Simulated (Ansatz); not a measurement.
**Effect of biaxial strain +3.00 %, plane normal [001], relaxed out of plane on BaTiO3**

Consider BaTiO₃ in the cubic perovskite structure (space group Pm-3m, No. 221; a = 3.935 Å). Axes: x, y, z lie along the cube axes.

Perturbation: biaxial strain +3.00 %, plane normal [001], relaxed out of plane (Cartesian); in-plane vectors clamped, the third vector and the atoms free.

Level of theory: Kohn–Sham DFT with the LDA functional, run in Ansatz (an electronic-structure program) with PAW and 420 eV plane waves, no spin-orbit coupling. Γ-centred 8×8×8 mesh, Fermi–Dirac width 0.05 eV.

- Space group = P4/mmm (No. 123) (base Pm-3m (No. 221))
- Shortest interatomic distance = 193.0 pm (base 196.7 pm)
- Energy relative to the base (free energy F) = +24 meV/atom
- Pressure (mean of the normal stresses, compression positive) = -6.62 GPa (base -0.01 GPa)
- Band gap = 1.64 eV (an upper bound: an edge found on the path is not a true extremum; the changed cell) (base 1.83 eV)
- Out-of-plane strain = -1.87 %
- Ratio −ε⊥/ε∥ = 0.62
- Mean in-plane stress (compression positive) = -9.9 GPa

Final structure (turned so that z lies along the plane normal):

```xyz
5
Lattice="4.0526 0.0000 0.0000 0.0000 4.0526 0.0000 0.0000 0.0000 3.8610" Properties=species:S:1:pos:R:3 pbc="T T T"
Ba     0.0000     0.0000     0.0000
Ti     2.0263     2.0263     1.9305
O      2.0263     0.0000     1.9305
O      0.0000     2.0263     1.9305
O      2.0263     2.0263     0.0000
```

Whether these cells are dynamically stable was not tested. The final runs are not spin-polarised. Many cubic perovskites are stable only at high temperature; tilts and polar distortions were not tested. This is not the structure that BaTiO3 has at room temperature and ambient pressure.
